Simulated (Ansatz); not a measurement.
Cells marked so need not be the phases stable at ambient conditions, and some may be hypothetical.

The gap is the functional's own, uncorrected, and κ follows it; spin-orbit coupling is left out. Mid-gap values are interpolated between the computed energies.

A. RuSe$_{2}$ (Pa-3, not sure to be the ambient phase, 12 atoms a cell, 17.7 Å³ an atom), along the normal of (111)
B. ZnPdF₆ (R-3, not sure to be the ambient phase, 8 atoms a cell, 12.0 Å³ an atom), along the normal of (100)
C. BaTa₂Bi₂O₉ (I4/mmm, not sure to be the ambient phase, 14 atoms a cell, 13.8 Å³ an atom, -2 GPa at this level), along the normal of (101)

### Question
Rank these by mid-gap decay constant of the slowest evanescent state (lowest first), as r2SCAN (Ansatz, a program for electronic structure) gives it.

### Answer
A (0.14 1/Å), C (0.27 1/Å), B (0.47 1/Å)
